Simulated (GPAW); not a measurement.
# GPAW run on ZnP (P6_3mc, 4 atoms in the cell): self-consistent single point

Method of the run: PBEsol, GPAW PAW datasets PBEsol (made by gpaw-setup) (plane waves; GPAW 25.7.0).

The input file:

```python
from ase import Atoms
from ase.units import GPa
from gpaw import GPAW

atoms = Atoms(['Zn', 'Zn', 'P', 'P'],
              cell=[[3.634660, 0.000000, 0.000000],
                    [-1.817330, 3.147708, 0.000000],
                    [0.000000, 0.000000, 6.914070]],
              positions=[[-0.000002, 2.098473, 2.460303],
                         [1.817332, 1.049235, 5.917338],
                         [-0.000002, 2.098473, 0.132474],
                         [1.817332, 1.049235, 3.589509]],
              pbc=True)

calc = GPAW(mode={'name': 'pw', 'ecut': 850},
            xc='PBEsol',
            kpts={'size': (10, 10, 5), 'gamma': True},
            occupations={'name': 'methfessel-paxton', 'width': 0.2, 'order': 0},
            nbands=-10,
            convergence={'density': 1e-05, 'energy': 1e-05},
            symmetry={'symmorphic': False, 'tolerance': 0.0005},
            maxiter=150,
            txt='-')

atoms.calc = calc

energy = atoms.get_potential_energy()
print('Energy (eV):', round(energy, 6))
forces = atoms.get_forces()
print('Forces (eV/Ang):')
print(forces.round(5))
stress = atoms.get_stress()
print('Stress (GPa, Voigt):', (stress / GPa).round(4))
```

Log, with long lists cut:

```
Input parameters:
  convergence: {density: 1e-05,
                energy: 1e-05}
  kpts: {gamma: True,
         size: (10, 10, 5)}
  maxiter: 150
  mode: {ecut: 850,
         name: pw}
  nbands: -10
  occupations: {name: methfessel-paxton,
                order: 0,
                width: 0.2}
  symmetry: {symmorphic: False,
             tolerance: 0.0005}
  xc: PBEsol

species:
  Zn:
    name: Zinc
    Z: 30.0
    valence: 12
    core: 18
    charge: 0.0
    file: Zn.PBEsol.gz

    # Using partial waves for Zn as LCAO basis

  P:
    name: Phosphorus
    Z: 15.0
    valence: 5
    core: 10
    charge: 0.0
    file: P.PBEsol.gz

    # Using partial waves for P as LCAO basis

Reference energy: -116219.274706  # eV

Spin-paired calculation

Convergence criteria:
 Maximum [total energy] change in last 3 cyles: 1e-05 eV / valence electron
 Maximum integral of absolute [dens]ity change: 1e-05 electrons / valence electron
 Maximum integral of absolute [eigenst]ate change: 4e-08 eV^2 / valence electron
 Maximum number of scf [iter]ations: 150

Symmetries present (total): 12
Symmetries with fractional translations: 6
500 k-points: 10 x 10 x 5 Monkhorst-Pack grid + [1/20,1/20,0.000000]
42 k-points in the irreducible part of the Brillouin zone
       k-points in crystal coordinates                weights
   0:     0.00000000    0.00000000    0.00000000          1/500
   1:     0.00000000    0.00000000    0.20000000          2/500
   2:     0.00000000    0.00000000    0.40000000          2/500
   [... 7 lines left out ...]
          ...
  41:     0.50000000    0.50000000    0.40000000          6/500

Wave functions: Plane wave expansion
  Cutoff energy: 850.000 eV
  Number of coefficients (min, max): 4419, 4485
  Pulay-stress correction: 0.000000 eV/Ang^3 (de/decut=0.000000)

Occupation numbers: Methfessel-Paxton:
  width: 0.2000  # eV
  order: 0

Eigensolver

Densities:
  Coarse grid: 25*25*48 grid
  Fine grid: 50*50*96 grid
  Total Charge: 0.000000

Density mixing:
  Method: separate
  Backend: pulay
  Linear mixing parameter: 0.05
  old densities: 5
  Damping of long wavelength oscillations: 50

Hamiltonian:
  XC and Coulomb potentials evaluated on a 50*50*96 grid
  External potential:
    NoExternalPotential

XC parameters: PBEsol with 2 nearest neighbor stencil

Number of atoms: 4
Number of atomic orbitals: 26
Number of bands in calculation: 27
Number of valence electrons: 34
Bands to converge: occupied

Density initialized from atomic densities
  26 bands from LCAO basis set
  1 band from random numbers

Atomic positions and initial magnetic moments

Positions:
   0 Zn    -0.000002    2.098473    2.460303    ( 0.0000,  0.0000,  0.0000)
   1 Zn     1.817332    1.049235    5.917338    ( 0.0000,  0.0000,  0.0000)
   2 P     -0.000002    2.098473    0.132474    ( 0.0000,  0.0000,  0.0000)
   3 P      1.817332    1.049235    3.589509    ( 0.0000,  0.0000,  0.0000)

Unit cell:
           periodic     x           y           z      points  spacing
  1. axis:    yes    3.634660    0.000000    0.000000    25     0.1259
  2. axis:    yes   -1.817330    3.147708    0.000000    25     0.1259
  3. axis:    yes    0.000000    0.000000    6.914070    48     0.1440

  Lengths:   3.634660   3.634660   6.914070
  Angles:   90.000000  90.000000 119.999999

Effective grid spacing dv^(1/3) = 0.1382

     iter     time        total  log10-change:
                         energy   eigst   dens
iter:   1 --:--:--   -14.677651
iter:   2 --:--:--   -14.726867   -0.51  -1.31
iter:   3 --:--:--   -14.347205   -1.41  -1.32
iter:   4 --:--:--   -14.471843   -1.33  -1.48
iter:   5 --:--:--   -14.332954   -2.17  -1.69
iter:   6 --:--:--   -14.344644   -1.99  -2.19
iter:   7 --:--:--   -14.434243   -1.52  -2.31
iter:   8 --:--:--   -14.326776   -2.42  -2.16
iter:   9 --:--:--   -14.326361   -3.64  -2.59
iter:  10 --:--:--   -14.316053   -2.84  -2.62
iter:  11 --:--:--   -14.316130   -3.85  -3.31
iter:  12 --:--:--   -14.316128c  -5.41  -3.47
iter:  13 --:--:--   -14.316128c  -6.28  -3.46
iter:  14 --:--:--   -14.316194c  -5.24  -3.47
iter:  15 --:--:--   -14.316490   -4.01  -3.52
iter:  16 --:--:--   -14.316109   -4.50  -3.33
iter:  17 --:--:--   -14.316109   -6.31  -3.72
iter:  18 --:--:--   -14.316153c  -5.25  -3.81
iter:  19 --:--:--   -14.316121c  -6.28  -3.86
iter:  20 --:--:--   -14.316108c  -6.04  -4.03
iter:  21 --:--:--   -14.316111c  -7.26  -4.12
iter:  22 --:--:--   -14.316107c  -6.35  -4.20
iter:  23 --:--:--   -14.316108c  -7.84c -4.24
iter:  24 --:--:--   -14.316108c  -6.89  -4.24
iter:  25 --:--:--   -14.316109c  -7.60c -4.26
iter:  26 --:--:--   -14.316109c  -6.46  -4.32
iter:  27 --:--:--   -14.316109c  -7.17  -4.54
iter:  28 --:--:--   -14.316108c  -8.13c -4.65
iter:  29 --:--:--   -14.316108c  -7.11  -4.88
iter:  30 --:--:--   -14.316108c  -9.08c -5.36c

Converged after 30 iterations.

Dipole moment: (0.000000, -0.000000, -3.973438) |e|*Ang

Energy contributions relative to reference atoms: (reference = -116219.274706)

Kinetic:         +1.453136
Potential:       +0.034213
External:        +0.000000
XC:             -15.679054
Entropy (-ST):   -0.041205
Local:           -0.103801
SIC:             +0.000000
--------------------------
Free energy:    -14.336711
Extrapolated:   -14.316108

Showing only first 2 kpts
 Kpt  Band  Eigenvalues  Occupancy
  0    15      4.75805    0.00000
  0    16      5.65917    0.00000
  0    17      5.65918    0.00000
  0    18      6.53107    0.00000

  1    15      4.83219    0.00000
  1    16      5.55772    0.00000
  1    17      5.55773    0.00000
  1    18      7.63090    0.00000

Fermi level: 3.82209

No gap
No difference between direct/indirect transitions
Energy (eV): -14.316108

Forces in eV/Ang:
  0 Zn    0.00000    0.00000   -0.01654
  1 Zn    0.00000    0.00000   -0.01654
  2 P     0.00000   -0.00000    0.01638
  3 P     0.00000    0.00000    0.01638

Stress tensor:
     0.021137     0.000000     0.000000
     0.000000     0.021137     0.000000
     0.000000     0.000000     0.022401
Stress (GPa, Voigt): [3.3865 3.3865 3.5891 0.     0.     0.    ]
```

The run converged in 30 iterations. GPAW prints stress with tension positive.

The starting cell comes from a database of computed structures (which also holds hypothetical and non-ambient phases and stackings), without a prior relaxation at this level. With a pressure of about -3 GPa the cell is away from its equilibrium volume at this level. The run gives no clean gap (levels at the Fermi energy touch, overlap or are partly filled at this smearing), which alone does not show that the compound is a metal.

Cost on one core of a shared machine: roughly 2 min.
